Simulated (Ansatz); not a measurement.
This Ansatz (a first-principles code) input is the reference run, GeS2 in the 2H-MoS2 type structure (space group P6_3/mmc, No. 194; a hypothetical phase, not in the database extracts checked; layered, stacked along the Cartesian z axis), computed with PBE-D3(BJ) (Ansatz), without spin-orbit coupling, earlier PAW set:

Ansatz 0.2 input:
```yaml
crystal:
  lattice:
    - [3.4275385576, 0, 0]
    - [-1.7137692788, 2.9683354634, 0]
    - [0, 0, 10.6216351561]
  atoms:
    - { symbol: Ge, position: [0.3333333333, 0.6666666667, 0.25] }
    - { symbol: Ge, position: [0.6666666667, 0.3333333333, 0.75] }
    - { symbol: S, position: [0.3333333333, 0.6666666667, 0.6058911271] }
    - { symbol: S, position: [0.6666666667, 0.3333333333, 0.1058911271] }
    - { symbol: S, position: [0.6666666667, 0.3333333333, 0.3941088729] }
    - { symbol: S, position: [0.3333333333, 0.6666666667, 0.8941088729] }
basis: { ecutwfc: 420, ecutrho_ratio: 4, xc_grid: 2, fft_grid_basis: typed }
kpoints: { mp_grid: { grid: [16, 16, 5] } }
hamiltonian:
  xc: pbe
  dispersion: d3bj
  pseudopotentials: { azcp: { folder: ./paw }, kind: paw }
scf: { occupations: { method: fermi_dirac, width: 0.05 }, convergence: { dr2_threshold: 0.0000000006 } }
output: { forces: true, stress: true }
checkpoint: { write: state.ck, write_every: 1000 }
```

### Question
Write the input for this change: compressive biaxial strain of 2.80 % in the plane normal to [001], as in epitaxy on a mismatched substrate; the out-of-plane cell vector and the atoms relax.

### Answer
Ansatz 0.2 input:
```yaml
crystal:
  lattice:
    - [3.331567478, 0, 0]
    - [1.665783739, 2.8852220704, 0]
    - [0, 0, 10.7703380483]
  atoms:
    - { symbol: Ge, position: [0.3333333333, 0.3333333333, 0.25] }
    - { symbol: Ge, position: [0.6666666667, 0.6666666667, 0.75] }
    - { symbol: S, position: [0.3333333333, 0.3333333333, 0.6058911271] }
    - { symbol: S, position: [0.6666666667, 0.6666666667, 0.1058911271] }
    - { symbol: S, position: [0.6666666667, 0.6666666667, 0.3941088729] }
    - { symbol: S, position: [0.3333333333, 0.3333333333, 0.8941088729] }
basis: { ecutwfc: 420, ecutrho_ratio: 4, xc_grid: 2, fft_grid_basis: typed }
kpoints: { mp_grid: { grid: [16, 16, 5] } }
hamiltonian:
  xc: pbe
  dispersion: d3bj
  pseudopotentials: { azcp: { folder: ./paw }, kind: paw }
scf: { occupations: { method: fermi_dirac, width: 0.05 } }
relax: { f_tol: 0.005, max_steps: 50, cell: { stress_tol: 0.01, fix: [a, b, gamma] } }
output: { forces: true, stress: true }
checkpoint: { write: state.ck, write_every: 1000 }
```
This is the input that was run; other choices of cell and start would serve too.

Without a gap, meshes like the base's 16×16×5 leave anisotropic stresses uncertain by several tenths of a GPa, and small strain energies with them. Stability against distortions was not tested. The final runs are not spin-polarised.
